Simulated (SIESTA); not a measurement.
## SIESTA run on KTlO₂ (R-3m, 4 atoms in the cell): self-consistent single point

Level of theory: LDA PW92, numerical atomic orbitals TZP, PseudoDojo LDA standard norm-conserving potentials (rewritten from UPF to PSML) (SIESTA).

Input:

```
# files in the folder: K.psml Tl.psml O.psml (PseudoDojo LDA standard)
SystemName  KTlO2
SystemLabel KTlO2

NumberOfAtoms                4
NumberOfSpecies              3
%block ChemicalSpeciesLabel
  1 19 K
  2 81 Tl
  3 8 O
%endblock ChemicalSpeciesLabel
LatticeConstant              1.0 Ang
%block LatticeVectors
     1.718126000    0.991960000    6.071729000
    -1.718126000    0.991960000    6.071729000
     0.000000000   -1.983922000    6.071729000
%endblock LatticeVectors
AtomicCoordinatesFormat      ScaledCartesian
%block AtomicCoordinatesAndAtomicSpecies
     0.000000000   -0.000001000    9.107593500  1
     0.000000000    0.000000000    0.000000000  2
     0.000000000   -0.000001464   13.334955884  3
    -0.000000000   -0.000000536    4.880231116  3
%endblock AtomicCoordinatesAndAtomicSpecies

XC.functional                LDA
XC.authors                   PW92
PAO.BasisSize                TZP
PAO.EnergyShift              0.005 Ry
MeshCutoff                   350 Ry
%block kgrid.MonkhorstPack
    4   0   0  0.0
    0   4   0  0.0
    0   0   4  0.0
%endblock kgrid.MonkhorstPack
OccupationFunction           FD
ElectronicTemperature        20.0 meV

MaxSCFIterations             150
SCF.Mixer.Method             Pulay
SCF.Mixer.Weight             0.1
SCF.Mixer.History            6
SCF.DM.Tolerance             1.0E-05
Diag.ParallelOverK           true
WriteForces                  true
Charge.Mulliken              end
```

Output (repeated stretches shortened):

```
reinit: Reading from file input.fdf

reinit: System Name: KTlO2
reinit: System Label: KTlO2

coor:   Atomic-coordinates input format  =     Cartesian coordinates
coor:                                          (in units of alat)

siesta: Atomic coordinates (Bohr) and species
siesta:      0.00000  -0.00000  17.21086  1        1
siesta:      0.00000   0.00000   0.00000  2        2
siesta:      0.00000  -0.00000  25.19941  3        3
siesta:     -0.00000  -0.00000   9.22230  3        4

siesta: System type = bulk

initatomlists: Number of atoms, orbitals, and projectors:      4    66    62

siesta: ******************** Simulation parameters ****************************
redata: Spin configuration                          = none
redata: Time-Reversal Symmetry                      = T
redata: Number of Atomic Species                    =        3
redata: Mesh Cutoff                                 =   350.0000 Ry
redata: Net charge of the system                    =     0.0000 |e|
redata: Min. number of SCF Iter                     =        0
redata: Max. number of SCF Iter                     =      150
redata: SCF convergence failure will abort job
redata: SCF mix quantity                            = Hamiltonian
redata: Mix DM or H after convergence               =   F
redata: Recompute H after scf cycle                 =   F
redata: Mix DM in first SCF step                    =   T
redata: No kicks to SCF
redata: DM Mixing Weight for Kicks                  =     0.5000
redata: Require Harris convergence for SCF          =   F
redata: Harris energy tolerance for SCF             =     0.000100 eV
redata: Require DM convergence for SCF              =   T
redata: DM tolerance for SCF                        =     0.000010
redata: Require EDM convergence for SCF             =   F
redata: EDM tolerance for SCF                       =     0.001000 eV
redata: Require H convergence for SCF               =   T
   [... lines left out ...]
diag: Parallel distribution                         =     1 x     1
diag: Used triangular part                          = Lower
diag: Absolute tolerance                            =  0.100E-15
diag: Orthogonalization factor                      =  0.100E-05
diag: Memory factor                                 =  1.0000

superc: Internal auxiliary supercell:     9 x     9 x     9  =     729
superc: Number of atoms, orbitals, and projectors:   2916  48114  45198

                        Single-point calculation

superc: Internal auxiliary supercell:     9 x     9 x     9  =     729
superc: Number of atoms, orbitals, and projectors:   2916  48114  45198

outcell: Unit cell vectors (Ang):
        1.718126    0.991960    6.071729
       -1.718126    0.991960    6.071729
        0.000000   -1.983922    6.071729

outcell: Cell vector modules (Ang)   :    6.387631    6.387631    6.387632
outcell: Cell angles (23,13,12) (deg):     31.2068     31.2068     31.2068
outcell: Cell volume (Ang**3)        :     62.0888
new_DM -- step:     1
Initializing Density Matrix...

Attempting to read DM from file... Failed...
DM filled with atomic data:

InitMesh: MESH = 72 x 72 x 72 = 373248
InitMesh: Mesh cutoff (required, used) =   350.000   388.635 Ry

stepf: Fermi-Dirac step function
        iscf     Eharris(eV)        E_KS(eV)     FreeEng(eV)     dDmax    Ef(eV) dHmax(eV)
   scf:    1    -3338.301338    -3356.660607    -3356.660607  1.409372 -7.777570  9.578148
   scf:    2    -3362.460981    -3359.764580    -3359.764580  0.113619 -7.979875  6.456005
   scf:    3    -3363.196190    -3362.480319    -3362.480319  0.297302 -7.053007  0.842283
   scf:    4    -3362.294853    -3362.436769    -3362.436769  0.073041 -7.307259  1.226672
   scf:    5    -3362.560265    -3362.509059    -3362.509059  0.041062 -7.211793  0.536934
   scf:    6    -3362.528546    -3362.524142    -3362.524142  0.043002 -7.125106  0.026453
   scf:    7    -3362.524053    -3362.524132    -3362.524132  0.005488 -7.111742  0.032714
   scf:    8    -3362.524269    -3362.524222    -3362.524222  0.003541 -7.110119  0.001559
   scf:    9    -3362.524221    -3362.524221    -3362.524221  0.000287 -7.109787  0.002869
   scf:   10    -3362.524222    -3362.524222    -3362.524222  0.000241 -7.110522  0.001219
   scf:   11    -3362.524222    -3362.524222    -3362.524222  0.000178 -7.110806  0.000097
   scf:   12    -3362.524222    -3362.524222    -3362.524222  0.000006 -7.110768  0.000090
SCF Convergence by DM+H criterion
max |DM_out - DM_in|         :     0.0000059816
max |H_out - H_in|      (eV) :     0.0000901552
SCF cycle converged after 12 iterations

Using DM_out to compute the final energy and forces

siesta: E_KS(eV) =            -3362.5242

siesta: E_KS - E_eggbox =     -3362.5242

siesta: Atomic forces (eV/Ang):
     1    0.000000    0.000000   -0.000000
     2    0.000000   -0.000000    0.000000
     3    0.000000    0.000000    0.091566
     4    0.000000   -0.000000   -0.091566
   Tot    0.000000    0.000000   -0.000000
   Max    0.091566
   Res    0.037382    sqrt( Sum f_i^2 / 3N )
   Max    0.091566    constrained

Stress tensor Voigt[x,y,z,yz,xz,xy] (kbar):       16.60       16.60       22.62       -0.00       -0.00        0.00
(Free)E + p*V (eV/cell)    -3363.2453
Target enthalpy (eV/cell)    -3362.5242

siesta: Program's energy decomposition (eV):
siesta: Ebs     =      -565.195437
siesta: Eions   =      4704.966067
siesta: Ena     =       816.629246
siesta: Ekin    =      1741.227127
siesta: Enl     =      -317.717355
siesta: Eso     =         0.000000
siesta: Edftu   =         0.000000
siesta: DEna    =        10.887181
siesta: DUscf   =         1.570684
siesta: DUext   =         0.000000
siesta: Ex      =      -824.799932
siesta: Ec      =       -85.355105
siesta: Exc     =      -910.155037
siesta: Eharris =     -3362.524222
siesta: Etot    =     -3362.524222
siesta: FreeEng =     -3362.524222

siesta: Atomic forces (eV/Ang):
siesta:      1    0.000000    0.000000   -0.000000
siesta:      2    0.000000   -0.000000    0.000000
siesta:      3    0.000000    0.000000    0.091566
siesta:      4    0.000000   -0.000000   -0.091566
siesta: ----------------------------------------
siesta:    Tot    0.000000    0.000000   -0.000000

siesta: Stress tensor (static) (eV/Ang**3):
siesta:     0.010361    0.000000   -0.000000
siesta:     0.000000    0.010361   -0.000000
siesta:    -0.000000   -0.000000    0.014120

siesta: Cell volume =         62.088775 Ang**3

siesta: Pressure (static):
siesta:                Solid            Molecule  Units
   [... lines left out ...]
siesta:         -18.60801749        -25.26704504  kBar
   [... lines left out ...]
               4pz     4px
   1  8.161   1.843   0.068   0.364  -0.200   1.914   1.940   1.914   0.135
              0.045   0.135

Species: Tl
Atom  Qatom  Qorb
               6s      6s      6s      6py     6pz     6px     6py     6pz
               6px     6py     6pz     6px     5dxy    5dyz    5dz2    5dxz
               5dx2-y2 6dxy    6dyz    6dz2    6dxz    6dx2-y2
   2 12.676   0.881   0.138   0.004   0.034   0.192   0.034  -0.067  -0.482
             -0.067   0.425   0.760   0.425   1.985   1.988   1.987   1.988

              1.985   0.073   0.118   0.084   0.118   0.073

Species: O
Atom  Qatom  Qorb
               2s      2s      2s      2py     2pz     2px     2py     2pz
               2px     2py     2pz     2px     3Pdxy   3Pdyz   3Pdz2   3Pdxz
               3Pdx2-y2
   3  6.582   1.619  -0.140   0.307   1.630   1.875   1.630  -0.266  -0.268
             -0.266   0.195   0.050   0.195   0.005   0.006   0.003   0.006

              0.005
   4  6.582   1.619  -0.140   0.307   1.630   1.875   1.630  -0.266  -0.268
             -0.266   0.195   0.050   0.195   0.005   0.006   0.003   0.006

              0.005

mulliken: Qtot =       34.000

Mulliken Atomic Populations:
Atom #   charge [q] valence [e]  Species
     1     0.839465    8.160535  K
     2     0.323691   12.676309  Tl
     3    -0.581578    6.581578  O
     4    -0.581578    6.581578  O
 Total     0.000000
```

The run converged in 12 iterations.

The starting cell comes from a database of computed structures (which also holds hypothetical and non-ambient phases and stackings), without a prior relaxation at this level. Its lattice was rescaled by up to half a per cent. Values carry the incompleteness of an atom-centred basis.

Cost on one core of a shared machine: roughly 4 min.
